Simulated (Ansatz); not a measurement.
Ansatz (an electronic-structure program) run on Ta₂H (C222, 3 atoms in the cell): self-consistent single point

Computed with LDA (PW92), default PAW files made with PBE (plane waves; Ansatz).

The input file:

Ansatz 0.2 input:
```yaml
crystal:
  lattice:
    - [1.72909700, -2.38332700, 0.00000000]
    - [1.72909700, 2.38332700, 0.00000000]
    - [0.00000000, 0.00000000, 4.78236300]
  atoms:
    - { symbol: Ta, position: [0.00000000, 0.50000000, 0.26457000] }
    - { symbol: Ta, position: [0.50000000, 0.00000000, 0.73543000] }
    - { symbol: H, position: [0.00000000, 0.00000000, 0.00000000] }
basis:
  ecutwfc: 420.0 eV
kpoints:
  mp_grid: { grid: [12, 12, 7] }
hamiltonian:
  xc: lda
  pseudopotentials: { kind: paw }
scf:
  occupations: { method: fermi_dirac, width: 0.1 eV }
output:
  forces: true
  eigenvalues: true
  stress: true
```

Output, abridged:

```
WARN ansatz: RAYON_NUM_THREADS=1 ignored (pool sized by the plan → 1); use --threads N
Pseudopotentials: kind: paw
Pseudopotential: Ta, paw, valence charge 13
Pseudopotential: H, paw, valence charge 1
Crystal: 3 atoms, lattice volume = 39.416 Å³
Basis set: ecut = 420 eV, 761 PW (Γ)
Bands: 18, of which v1, the nominal top of the filled ones, is band 14 counted from 1 (13 counted from 0)
Symmetry: 4 space group operations
Space group: C222 (ITA 21), of the structure as read, at distance tolerance 3.4e-5 Å
k-points: 172 of 1008 (time reversal used)
PAW frozen core: Ta, regenerated for the run's functional, and the local potential with it
Initial density: superposition of atomic densities (neutral atoms: chi_scale 0, normalization atom), corrected by the library's trained network
Initial wavefunctions: pseudopotential atomic-orbital guess
Eigensolver: davidson
Functional: x = slater, c = lda
SCF iter   1: F=—  HF=-19381.368008 eV  |F-HF|=—  |Δ(HF+E_count)|=         —  Δρ=6.38e-3  dr2=1.55e-2  ethr=1.77e-3  ⟨swp⟩=5.3  Hψ=13688  notcnv=0
all-band conjugate gradients solve this SCF's bands
preconditioner: auto → none
SCF iter   2: F=—  HF=-19381.364928 eV  |F-HF|=—  |Δ(HF+E_count)|=   3.08e-3  Δρ=3.71e-3  dr2=5.59e-3  ethr=5.73e-5  ⟨swp⟩=1.4  Hψ=4656  notcnv=0
SCF iter   3: F=—  HF=-19381.363293 eV  |F-HF|=—  |Δ(HF+E_count)|=   1.63e-3  Δρ=4.16e-4  dr2=3.45e-5  ethr=2.07e-5  ⟨swp⟩=2.0  Hψ=4088  notcnv=0
SCF iter   4: F=—  HF=-19381.363278 eV  |F-HF|=—  |Δ(HF+E_count)|=   1.54e-5  Δρ=1.14e-4  dr2=9.40e-6  ethr=1.28e-7  ⟨swp⟩=2.0  Hψ=5416  notcnv=0
SCF iter   5: F=—  HF=-19381.363277 eV  |F-HF|=—  |Δ(HF+E_count)|=   1.00e-6  Δρ=5.62e-5  dr2=5.60e-6  ethr=3.48e-8  ⟨swp⟩=2.1  Hψ=4767  notcnv=0
SCF iter   6: F=—  HF=-19381.363276 eV  |F-HF|=—  |Δ(HF+E_count)|=   1.19e-6  Δρ=2.36e-5  dr2=9.70e-7  ethr=2.07e-8  ⟨swp⟩=2.2  Hψ=3804  notcnv=0
SCF iter   7: F=-19381.363275 eV  HF=-19381.363275 eV  |F-HF|=5.96e-8  |Δ(HF+E_count)|=   2.31e-7  Δρ=7.09e-6  dr2=6.76e-8  ethr=3.70e-10  ⟨swp⟩=3.7  Hψ=12168  notcnv=0
SCF 1 converged in 7 iterations: F = -19381.363275 eV  dr2 = 6.76e-8
SCF converged after 7 iterations
Free energy (F): -19381.363275 eV
Harris-Foulkes:  -19381.363275 eV  (|F-HF|=5.96e-8)
Internal energy: -19381.313201 eV  (E = F + TS)
E sigma→0 (E₀):  -19381.338238 eV
Entropy (-TS):   -0.050075 eV (-16.692 meV/atom)
Fermi energy:    17.060196 eV
--- Per-component energies (eV) ---
  E_band       = -246.291865
  E_kinetic    = 745.503278
  E_local      = -1183.823339  (includes V_loc(G=0)·N_el)
  E_nonlocal   = 41.322383
  E_hartree    = 403.531895
  E_xc         = -442.584665
  E_vxc        = -419.801069  (∫ρ·V_xc dr)
  E_paw        = -16298.028732  (= ΣΔE_a)
  E_vpaw       = -236.553770  (= ΣTr[D̂ρ^β])
  E_aug_tail   = -0.001012  (compensation charges beyond the density's cutoff)
  E_ewald      = -2647.750815
  E_core_change = 0.517806  (= ΣΔE_core)
  E_smearing   = -0.050075  (= −TS)
  E_closure    = 0.000000  (closes the sum)
  Σ components = -19381.363275   (vs F -19381.363275, Δ=0.00e0)
--- Forces (eV/Å), atoms counted from 1 ---
  atom   1  Ta    -0.00000000     0.00000000     0.10267556
  atom   2  Ta    -0.00000000     0.00000000    -0.10267556
  atom   3  H     -0.00000000     0.00000000    -0.00000000
  max |Σ_I F_I| component: 1.27e-16 eV/Å
--- Stress (GPa, compression-positive) ---
      -12.445180       0.000000       0.000000
        0.000000     -11.180438       0.000000
        0.000000       0.000000     -10.727811
  P = ⅓ Tr σ = -11.4511 GPa (-114.511 kbar)
  The stress holds the Pulay correction. Without it, at fixed plane waves, as pw.x and ABINIT print it: P = -11.5401 GPa
--- Band table (eV; the first three rows and the last of 172) ---
  k-point 0: bands = ["-50.3341", "-50.2457", "-17.3506", "-16.7027", "-16.4248", "-16.4080", "-16.3928", "-16.3562", "7.5137", "12.7104", "14.0324", "16.4948", "17.2429", "17.2926", "17.8701", "19.9373", "20.5024", "20.6627"]
  k-point 1: bands = ["-50.3305", "-50.2494", "-17.3092", "-16.6895", "-16.4557", "-16.4274", "-16.3937", "-16.3668", "7.6866", "12.5440", "14.1560", "16.2257", "17.1920", "17.4418", "17.8602", "19.9519", "20.4062", "20.6057"]
  k-point 2: bands = ["-50.3210", "-50.2590", "-17.1934", "-16.6544", "-16.5854", "-16.4427", "-16.3964", "-16.3859", "8.1492", "12.0330", "14.4890", "15.9065", "16.8285", "17.7348", "18.0246", "20.0055", "20.0649", "20.5538"]
  k-point 171: bands = ["-50.2349", "-50.2037", "-17.2277", "-17.1317", "-16.9529", "-16.8525", "-16.7898", "-16.6314", "10.7131", "14.0090", "14.1372", "15.1255", "16.7900", "17.9434", "17.9483", "18.7553", "22.9075", "23.2217"]
```

The run converged in 7 iterations.

The starting cell comes from a database of computed structures (which also holds hypothetical and non-ambient phases and stackings), without a prior relaxation at this level. Its lattice was rescaled by up to half a per cent. Spin-orbit coupling is off. Spin polarisation is off. With a pressure of about -11 GPa the cell is away from its equilibrium volume at this level. Ansatz's pressure includes its estimate of the finite-basis (Pulay) stress.
